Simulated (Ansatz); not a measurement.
The starting structures come from a database of crystals and need not be the phases stable at ambient conditions.

 Where the default PAW files enter, the runs use the earlier of Ansatz's two default sets.

Given:

```xyz
4
Lattice="4.5062 0.0000 0.0000 0.0000 6.3488 0.0000 0.0000 0.0000 4.5062" Properties=species:S:1:pos:R:3 pbc="T T T"
Al     0.0000     0.0000     0.0000
In     2.2531     3.1744     2.2531
Sb     2.2531     4.8672     0.0000
Sb     0.0000     1.4816     2.2531
```

Space group of this cell: P-4m2. The cell is taken as given.

The current runs along the normal of the first two printed vectors, the (100) plane. All runs by Ansatz (a program for electronic structure), plane waves and PAW, without spin-orbit coupling; the base is r2SCAN.

```tsv
run	mean pressure (GPa)	gap (eV)	mid-gap κ (1/Å)
base	-0.1	0.94	0.055
all lengths scaled by 0.98	3.3	1.11	0.074
all lengths scaled by 1.02	-2.6	(withheld)	(withheld)
lda in place of r2scan	-2.0	0.26	0.017
lengths across the current scaled by 0.98, ions clamped	2.1	1.03	0.069
lengths across the current scaled by 1.02, ions clamped	-1.8	(withheld)	(withheld)
lengths along the current scaled by 0.97, ions clamped	1.6	(withheld)	(withheld)
lengths along the current scaled by 1.03, ions clamped	-1.4	0.71	0.045
pbesol in place of r2scan	-0.7	0.39	0.025
```

**Question.** Fill in the missing entries.

**Answer.** 
- all lengths scaled by 1.02, gap (eV): 0.53
- all lengths scaled by 1.02, mid-gap κ (1/Å): 0.033
- lengths across the current scaled by 1.02, ions clamped, gap (eV): 0.61
- lengths across the current scaled by 1.02, ions clamped, mid-gap κ (1/Å): 0.039
- lengths along the current scaled by 0.97, ions clamped, gap (eV): 0.89
- lengths along the current scaled by 0.97, ions clamped, mid-gap κ (1/Å): 0.064
